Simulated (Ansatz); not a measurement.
Ansatz (an electronic-structure program) run on Cd₂Hg (I4/mmm, 3 atoms in the cell): self-consistent single point.

Method of the run: LDA (PW92), PAW files made with PBE (plane waves; Ansatz).

```
Cd2Hg
1.0
   -1.98552     1.98552     4.24067
    1.98552    -1.98552     4.24067
    1.98552     1.98552    -4.24067
Cd Hg
2 1
Cartesian
  0.00000   0.00000   2.83455
  0.00000   0.00000   5.64679
  0.00000   0.00000   0.00000
```

Reference input (self-consistent single point, DFT, PBEsol, plane waves, PAW files made with PBE): kpoints.mp_grid.grid = 10 10 10; hamiltonian.xc = pbesol; hamiltonian.pseudopotentials = {kind: paw} (the program's default PAW files); scf.occupations.method = gaussian; scf.occupations.width = 0.272 eV. This run's input differs from it in these lines:

Ansatz 0.2 input:
```diff
@@ -14,3 +14,3 @@
 hamiltonian:
-  xc: pbesol
+  xc: lda
   pseudopotentials:
```

Output, abridged:

```
SCF iter   1: F=—  HF=-29760.915316 eV  |F-HF|=—  |Δ(HF+E_count)|=         —  Δρ=5.61e-2  dr2=3.36e0  ethr=3.10e-3  ⟨swp⟩=4.9  Hψ=12322  notcnv=0
all-band conjugate gradients solve this SCF's bands
preconditioner: auto → Kerker (q_TF=auto, 2.679 Å⁻¹)
SCF iter   2: F=—  HF=-29760.151930 eV  |F-HF|=—  |Δ(HF+E_count)|=   7.63e-1  Δρ=2.24e-2  dr2=6.55e-1  ethr=3.10e-3  ⟨swp⟩=2.0  Hψ=5732  notcnv=0  defer=108
   [... lines left out ...]
SCF iter   6: F=—  HF=-29759.947833 eV  |F-HF|=—  |Δ(HF+E_count)|=   1.13e-4  Δρ=3.23e-4  dr2=1.01e-4  ethr=7.76e-7  ⟨swp⟩=2.1  Hψ=6057  notcnv=0  defer=111
SCF iter   7: F=—  HF=-29759.947805 eV  |F-HF|=—  |Δ(HF+E_count)|=   2.84e-5  Δρ=6.78e-5  dr2=4.46e-6  ethr=1.68e-7  ⟨swp⟩=2.3  Hψ=5461  notcnv=0  defer=111
SCF iter   8: F=—  HF=-29759.947799 eV  |F-HF|=—  |Δ(HF+E_count)|=   6.04e-6  Δρ=1.37e-5  dr2=2.10e-7  ethr=7.44e-9  ⟨swp⟩=2.7  Hψ=5380  notcnv=0  defer=111
SCF iter   9: F=-29759.947799 eV  HF=-29759.947799 eV  |F-HF|=4.04e-9  |Δ(HF+E_count)|=   3.54e-8  Δρ=3.75e-6  dr2=1.12e-8  ethr=1.67e-10  ⟨swp⟩=9.2  Hψ=15538  notcnv=0
SCF 1 converged in 9 iterations: F = -29759.947799 eV  dr2 = 1.12e-8
Free energy (F): -29759.947799 eV
Internal energy: -29759.903333 eV  (E = F + TS)
E sigma→0 (E₀):  -29759.925566 eV
Entropy (-TS):   -0.044466 eV (-14.822 meV/atom)
Fermi energy:    14.302235 eV
--- Forces (eV/Å), atoms counted from 1 ---
  atom   1  Cd     0.00000000     0.00000000    -0.03778656
  atom   2  Cd    -0.00000000    -0.00000000     0.03778656
  atom   3  Hg    -0.00000000    -0.00000000     0.00000000
--- Stress (GPa, compression-positive) ---
       -3.685027       0.000000      -0.000000
        0.000000      -3.685027      -0.000000
       -0.000000       0.000000      -2.692759
  P = ⅓ Tr σ = -3.3543 GPa (-33.543 kbar)
  The stress holds the Pulay correction. Without it, at fixed plane waves, as pw.x and ABINIT print it: P = -3.3819 GPa
```

The run converged in 9 iterations. Against the reference run the pressure goes from -0.62 to -3.35 GPa and the largest force goes from 0.049 to 0.038 eV/Å.

The starting cell comes from a database of computed structures (which also holds hypothetical and non-ambient phases and stackings), without a prior relaxation at this level. Its lattice was rescaled by a random factor within 2.5 % of one. With a pressure of about -3 GPa the cell is away from its equilibrium volume at this level. Ansatz's pressure includes its estimate of the finite-basis (Pulay) stress.
